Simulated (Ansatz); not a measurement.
# Habitual settings against a tight run: SbPd3 (Fm-3m, 4 atoms in the cell)

Self-consistent single point.

```
CELL_PARAMETERS angstrom
      0.00000     3.19037     3.19037
      3.19037     0.00000     3.19037
      3.19037     3.19037     0.00000
ATOMIC_POSITIONS crystal
  Sb 0.50000 0.50000 0.50000
  Pd 0.75000 0.75000 0.75000
  Pd 0.25000 0.25000 0.25000
  Pd 0.00000 0.00000 0.00000
```

Level of theory: LDA (PW92), harder PAW files (source: ansatz) made with PBE (plane waves; Ansatz, a first-principles code).

Base settings: basis.ecutwfc = 600 eV; kpoints.mp_grid.grid = 9 9 9; hamiltonian.xc = lda; hamiltonian.pseudopotentials = {kind: paw, source: ansatz}; scf.occupations.method = methfessel_paxton; scf.occupations.width = 0.1 eV.

Tight run (finer mesh or higher cutoff; not a proven limit): basis.ecutwfc: 600 eV → 840 eV; kpoints.mp_grid.grid: 9 9 9 → 13 13 13; scf.convergence.dr2_threshold: default (1e-07 eV) → 1e-09 eV. It gave Fermi level (on the code's own zero) 18.99 eV; pressure -7.68 GPa.

Quick runs, as changes from the base:
- A: the base itself
- B: basis.ecutwfc: 600 eV → 300 eV; kpoints.mp_grid.grid: 9 9 9 → 2 2 2
- C: basis.ecutwfc: 600 eV → 480 eV; kpoints.mp_grid.grid: 9 9 9 → 6 6 6; hamiltonian.xc: lda → pbesol; scf.occupations.method: methfessel_paxton → gaussian; scf.occupations.width: 0.1 eV → 0.5 eV; scf.convergence.dr2_threshold: default (1e-07 eV) → 0.0001 eV [PBEsol]

Energies are extrapolated to zero smearing width, which holds to low order in the width alone.

Dashes: energy of C, another energy zero.

† marks runs with another functional, U, potentials or spin treatment: their distance from the tight run is not a convergence error alone.

The count of work is k-points × plane waves × bands × iterations; it is no time. 

Pressures in the table are Ansatz's without its Pulay estimate, at a fixed set of plane waves; the tight run's value above holds the estimate.

The starting cell comes from a database of computed structures (which also holds hypothetical and non-ambient phases and stackings), without a prior relaxation at this level. Its lattice was rescaled by a random factor within 2.5 % of one. Spin polarisation is off. In the base run, with a pressure of about -8 GPa the cell is away from its equilibrium volume at this level.

| run | energy less tight (meV/atom) | pressure less tight (GPa) | count of work / tight |
|---|---|---|---|
| A | 2.4 | -0.15 | 0.19 |
| B | 6813.3 | -336.37 | 0.0066 |
| C† | – | 0.44 | 0.055 |

Among the runs at the tight run's level, the energy misses run from 2.4 to 6813.3 meV/atom.

Left out of this page: 2 runs of the series unsound by tests on forces, stress, charge or solver warnings; 1 run of the series with a known weakness of the program.

Keys are those of Ansatz 0.2.
